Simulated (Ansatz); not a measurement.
Several settings converged on SiSbPt5 (P4mm, 7 atoms in the cell)

```xyz
7
Lattice="3.9128 0.0000 0.0000 0.0000 3.9128 0.0000 0.0000 0.0000 7.4842" Properties=species:S:1:pos:R:3 pbc="T T T"
Si     1.9564     1.9564     0.0500
Sb     0.0000     0.0000     3.7421
Pt     0.0000     0.0000     0.0000
Pt     1.9564     0.0000     5.6043
Pt     1.9564     0.0000     1.8799
Pt     0.0000     1.9564     5.6043
Pt     0.0000     1.9564     1.8799
```

Base method: LDA (PW92), default PAW files made with PBE (plane waves; Ansatz, a program for electronic structure).

Base settings: basis.ecutwfc = 420 eV; kpoints.mp_grid.grid = 7 7 3; hamiltonian.xc = lda; hamiltonian.pseudopotentials = {kind: paw} (the program's default PAW files); scf.occupations.method = gaussian; scf.occupations.width = 0.1 eV.

The count of work is k-points × plane waves × bands × iterations; it is no time. Core times come from one kind of shared machine, to one figure; runs under 30 s give none.

**The cutoff for other potential files**

Level: DFT, LDA (PW92), plane waves, harder PAW files (source: ansatz) made with PBE.

In this ladder: hamiltonian.pseudopotentials = {kind: paw, source: ansatz}.

The second cell is the first with its lattice scaled by 0.98.

The mesh stays at the base's, so the ladder's end is converged at best in this setting alone.

The first pressure column holds Ansatz's estimate of the finite-basis (Pulay) stress, which hides part of the cutoff error; the other is without it.

Only quantities that move along the ladder and can be compared are tabulated.

| basis.ecutwfc | free energy less the last step's (meV/atom) | energy of the compressed cell less the first (meV/atom) | pressure (GPa) | pressure without the Pulay estimate (GPa) | largest difference of a force vector from the last step's (eV/Å) | count of work / last |
|---|---|---|---|---|---|---|
| 255 eV | 10114.28 | 98.80 | 0.59 | -427.73 | 0.369 | 0.11 |
| 315 eV | 2155.42 | 6.33 | -6.58 | -123.93 | 0.228 | 0.16 |
| 400 eV | 187.44 | 22.42 | -3.51 | -18.90 | 0.031 | 0.23 |
| 485 eV | 11.42 | 20.87 | -3.62 | -4.72 | 0.001 | 0.27 |
| 570 eV | 2.91 | 21.01 | -3.59 | -3.63 | 0.000 | 0.35 |
| 685 eV | 2.18 | 21.01 | -3.59 | -3.62 | 0.000 | 0.47 |
| 855 eV | 1.14 | 21.01 | -3.59 | -3.62 | 0.000 | 0.65 |
| 1140 eV | 0.00 | 21.01 | -3.59 | -3.60 | 0.000 | 1.0 |

Coarsest basis.ecutwfc that holds the forces within 0.02 eV/Å of the last step, with all finer ones: 485 eV, at 0.27 of the last step's count of work; the step before is off by 0.031 eV/Å.

Coarsest basis.ecutwfc that holds the pressure within 0.2 GPa of the last step, with all finer ones: 400 eV, at 0.23 of the last step's count of work; the step before is off by 3.0 GPa.

Coarsest basis.ecutwfc that holds the energy of the compressed cell less the first within 0.2 meV/atom of the last step, with all finer ones: 485 eV, at 0.27 of the last step's count of work; the step before is off by 1.4 meV/atom.

At the lowest cutoff the pressure without the Pulay estimate lies 424 GPa under the last step's, the usual sign of Pulay stress in an incomplete plane-wave basis.

**The relaxed cell against the cutoff**

On SiSbPt5 (P4/mmm, 7 atoms in the cell): atoms on their sites.

In this ladder: relax = cell and atoms.

The mesh stays at the base's, so the ladder's end is converged at best in this setting alone.

Only quantities that move along the ladder and can be compared are tabulated.

```csv
basis.ecutwfc,relaxed volume (Å³/atom),relaxation steps,core time / last (rough)
250 eV,16.411,30,2
295 eV,16.108,15,0.8
355 eV,16.095,8,0.7
420 eV,16.091,6,0.8
505 eV,16.090,6,1
630 eV,16.090,6,1
840 eV,16.089,6,1
```

Coarsest basis.ecutwfc that holds the relaxed volume within 0.032 Å³/atom of the last step, with all finer ones: 295 eV; the step before is off by 0.32 Å³/atom.

At the lowest cutoff the cell relaxes to a volume 2.0 % larger than at the highest. Ansatz relaxes on a stress corrected for the finite basis.

On the base run: the starting cell comes from a database of computed structures (which also holds hypothetical and non-ambient phases and stackings), without a prior relaxation at this level. Its lattice was rescaled by up to half a per cent. One atom was moved a little off its site on purpose. Spin polarisation is off.

Left out of this page: 1 run of the series stopped by limits of time or memory.

Keys are those of Ansatz 0.2.
